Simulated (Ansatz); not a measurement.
## How the volume per atom of RhGe2 (model structure, started from the CrSi2 type, P6₂22, No. 180, 9 atoms in the cell) moves with the method

No measured value is used here.

```csv
level (code),value (Å³/atom)
PBE (Ansatz),15.92
PBEsol (Ansatz),…
PBE-D3(BJ) (Ansatz),15.31
```

Question: What belongs in the gaps?

Answer: 
- PBEsol (Ansatz, a quantum-chemistry and plane-wave program), value (Å³/atom): 15.21

Ansatz's density-functional and Hartree–Fock values are scalar-relativistic unless marked +SOC, with PAW data made under PBE.

A model structure was made by putting elements into a prototype or built by hand; it is no filed structure, need not be a known phase, and can be a saddle point held by its symmetry.
